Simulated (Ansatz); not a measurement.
The parent structure is Rh in the fcc (Cu type) structure (space group Fm-3m, No. 225; a = 3.802 Å; relaxed with 0.1 eV smearing). Axes: x, y, z lie along the cube axes.

Calculations: Ansatz (a quantum-chemistry and plane-wave program), r2SCAN, PAW, cutoff 500 eV, without spin-orbit coupling.

Strains are applied to the cell and any free atomic positions relax; under biaxial strain the out-of-plane vector relaxes too.

One change was made to it. Results:

```csv
quantity,base,after
pressure,0.0 GPa,7.1 GPa
energy relative to the base (free energy F),0 meV/atom,+7.0 meV/atom
```

Problem. Name the change that was made.
(A) tensor shear ε_yz = +0.42 %
(B) uniaxial strain ε_zz = −2.01 %
(C) isotropic strain −0.79 %
(D) isotropic strain −1.48 %
(E) biaxial strain +2.53 %, plane normal [001], relaxed out of plane

Solution. C, isotropic strain −0.79 %. For comparison, the pressure in the other runs: biaxial strain +2.53 %, plane normal [001], relaxed out of plane gives -6.8 GPa; uniaxial strain ε_zz = −2.01 % gives 6.1 GPa; isotropic strain −1.48 % gives 14.0 GPa; tensor shear ε_yz = +0.42 % gives 0.0 GPa.

No phonon test of stability was made. The final runs are not spin-polarised. Rh lies near a magnetic instability that expansion can trigger; it was not tested.
